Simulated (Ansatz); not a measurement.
We look at the energy of the reaction as written. Reaction: C (graphite) + 2 Sc (hcp) + O2 (gas) → cell A. The sign is products less reactants.

Cell A: a stack of composition Sc2CO2 on the in-plane vectors of Sc (hcp, P6₃/mmc) (0001), but not a cut of that crystal, 5 atoms, hexagonal cell of 3.27 Å (9.2 Å²), symmetry P3m1 within 0.02 Å, 4.0 Å thick under 16 Å of vacuum, so it may be strained; planes from bottom to top: O | Sc | C | Sc | O, its two faces unlike (dipole correction applied); foreign atoms: C bound to 6 Sc at 2.14–2.45 Å; two times O bound to 3 Sc at 2.02 Å; a model cell; spin state with PBE: run without spin, k-point mesh 16×16×1.
```yaml
crystal:
  lattice:
    - [3.26680, 0.00000, 0.00000]
    - [1.63340, 2.82913, 0.00000]
    - [0.00000, 0.00000, 20.04460]
  atoms:
    - { symbol: Sc, position: [0.00000, 0.00000, 0.43820] }
    - { symbol: C, position: [0.33333, 0.33333, 0.48912] }
    - { symbol: Sc, position: [0.66667, 0.66667, 0.56699] }
    - { symbol: O, position: [0.00000, 0.00000, 0.60295] }
    - { symbol: O, position: [0.33333, 0.33333, 0.40274] }
```

Reference: C (graphite, P6₃/mmc), 4 atoms in the cell, k-point mesh 18×18×6 on the run's own vectors. Conventional cell: a = b = 2.4650 Å, c = 6.7411 Å, α = β = 90.00°, γ = 120.00°.

Reference: Sc (hcp, P6₃/mmc), 2 atoms in the cell, the relaxed perfect crystal repeated, atoms not moved again, k-point mesh 16×16×8 on the run's own vectors.

Reference: an isolated O2 molecule (triplet) in a box of 11 × 11 × 13 Å.

Computed with Ansatz (plane waves, PAW), its PAW set soft_1, cutoff 420 eV, 500 eV for r2SCAN. The structures are at rest with PBE+D3(BJ), within the held lattices; other levels are single points on them. Neutral cells; Fermi-Dirac smearing of at most 0.10 eV in the solids, energies taken to zero width. The lattices are those relaxed with PBE+D3(BJ) or held as stated, so at other levels the solids can be strained, which adds to the spread. A dispersion term (D3(BJ), or D4 for r2SCAN) was computed beside these levels and is taken off wherever the name lacks it. Space groups of crystals are read within 0.01 Å. Static lattices, no vibrational contributions. Cells are local rest points, mostly with their start's symmetry. No correction for cell size. Cell A has symmetry P3m1 within 0.02 Å and got no random move, so less symmetric positions, which may lie lower, weren't tried.

Problem. Estimate the value that PBE returns for this input.

Solution. -9.06 eV, for C (graphite) + 2 Sc (hcp) + O2 (gas) → cell A.

Problem. What do the other levels give, and how wide is the spread?

Solution. 
| Functional | value (eV) | less PBE |
|---|---|---|
| PBE+D3(BJ) | -9.03 | 0.03 |
| r2SCAN | -10.03 | -0.97 |
| r2SCAN+D4 | -10.11 | -1.05 |

The levels shown span 1.08 eV, from r2SCAN+D4 (-10.11) to PBE+D3(BJ) (-9.03).

Ansatz is a quantum-chemistry and plane-wave program.
